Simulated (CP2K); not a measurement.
CP2K run on SrP2Os2 (I4/mmm, 5 atoms in the cell): self-consistent single point.

Method: PBEsol, GPW, DZVP-MOLOPT-SR-GTH basis, GTH-PBE potentials (GTH_POTENTIALS) run with CP2K.

The change in words: lattice scaled by 0.98. Reference geometry:
```
CELL_PARAMETERS angstrom
      6.38114     0.00000     0.00000
      3.79942     5.12673     0.00000
     -5.09028    -2.56337     2.87005
ATOMIC_POSITIONS crystal
  Sr 0.00000 0.00000 0.00000
  P  0.34985 0.34985 0.00000
  P  0.65015 0.65015 0.00000
  Os 0.75000 0.25000 0.50000
  Os 0.25000 0.75000 0.50000
```

Reference input (self-consistent single point, DFT PBEsol, GPW, DZVP-MOLOPT-SR-GTH basis, GTH-PBE potentials (GTH_POTENTIALS)): CUTOFF = 500 Ry; REL_CUTOFF = 60 Ry; SMEAR/METHOD = FERMI_DIRAC; ELECTRONIC_TEMPERATURE = 1160.45 K; KPOINTS/SCHEME = MONKHORST-PACK 7 7 7; XC_FUNCTIONAL = PBE:PBESOL; Sr/BASIS_SET = DZVP-MOLOPT-SR-GTH-q10; Sr/POTENTIAL = GTH-PBE-q10; P/BASIS_SET = DZVP-MOLOPT-SR-GTH-q5; P/POTENTIAL = GTH-PBE-q5; Os/BASIS_SET = DZVP-MOLOPT-SR-GTH-q16; Os/POTENTIAL = GTH-PBE-q16. This run's input differs from it in these lines:

```diff
@@ -66,5 +66,5 @@
     &CELL
-      A 6.38114100 0.00000000 0.00000000
-      B 3.79941800 5.12673300 0.00000000
-      C -5.09027900 -2.56336600 2.87004700
+      A 6.25351800 0.00000000 0.00000000
+      B 3.72342900 5.02419700 0.00000000
+      C -4.98847400 -2.51209900 2.81264600
       PERIODIC XYZ
@@ -73,6 +73,6 @@
       Sr       0.00000000     0.00000000     0.00000000
-      P        3.56166857     1.79358754     0.00000000
-      P        6.61889043     3.33314546     0.00000000
-      Os       3.19057075     0.00000025     1.43502350
-      Os       1.89970925     2.56336675     1.43502350
+      P        3.49043491     1.75771532     0.00000000
+      P        6.48651209     3.26648168     0.00000000
+      Os       3.12675875    -0.00000025     1.40632300
+      Os       1.86171425     2.51209825     1.40632300
     &END COORD
```

Output (repeated stretches shortened):

```
 SCF WAVEFUNCTION OPTIMIZATION

  Step     Update method      Time    Convergence         Total energy    Change
     1 NoMix/Diag. 0.30E+00      -     1.91675916      -229.1374339701 -2.29E+02
     2 Broy./Diag. 0.30E+00      -     0.00939423      -227.6107519500  1.53E+00
     3 Broy./Diag. 0.30E+00      -     0.03508602      -227.0797561749  5.31E-01
     4 Broy./Diag. 0.30E+00      -     0.01502942      -227.3091176567 -2.29E-01
     5 Broy./Diag. 0.30E+00      -     0.00973946      -227.2398895292  6.92E-02
     6 Broy./Diag. 0.30E+00      -     0.00394263      -227.3314299454 -9.15E-02
   [... 8 lines left out ...]
    15 Broy./Diag. 0.30E+00      -     0.00000347      -227.3781077096 -1.31E-05
    16 Broy./Diag. 0.30E+00      -     0.00000017      -227.3781111561 -3.45E-06
    17 Broy./Diag. 0.30E+00      -     0.00000027      -227.3781106526  5.04E-07
    18 Broy./Diag. 0.30E+00      -     0.00000003      -227.3781105959  5.67E-08
  *** SCF run converged in    18 steps ***

  Overlap energy of the core charge distribution:               0.00000002537398
  Self energy of the core charge distribution:               -369.32634016036525
  Core Hamiltonian energy:                                     81.67161452380809
  Hartree energy:                                              87.29321682597062
  Exchange-correlation energy:                                -27.01453888709030
  Electronic entropic energy:                                  -0.00206292351520
  Fermi energy:                                                 0.42825227262981

  Total energy:                                              -227.37811059594148
  Total energy (extrapolated to T->0):                       -227.37707913418387

                     Mulliken Population Analysis

   [... lines left out ...]

 STRESS| Analytical stress tensor [bar]
 STRESS|                        x                   y                   z
 STRESS|      x        7.01667777044E+04  -2.02560337095E+04   7.21235306472E-02
 STRESS|      y       -2.02560337095E+04   1.00190089228E+05   2.06639027377E-01
 STRESS|      z        7.21235306472E-02   2.06639027377E-01   1.10390119191E+05
 STRESS| 1/3 Trace                                             9.35823287079E+04
```

The run converged in 18 iterations. Against the reference run the free energy goes up by 24.5 meV/atom, the pressure goes from -1.64 to 9.36 GPa and the largest force goes from 0.292 to 1.374 eV/Å.

The starting cell comes from a database of computed structures (which also holds hypothetical and non-ambient phases and stackings), without a prior relaxation at this level. For this run, on top of that: lattice scaled by 0.98. Spin polarisation is off. Values carry the incompleteness of an atom-centred basis. The potentials were made for another functional than the one used. With a pressure of about 9 GPa the cell is away from its equilibrium volume at this level. Forces in this geometry exceed 1 eV/Å.

Cost on one core of a shared machine: roughly 2 min.
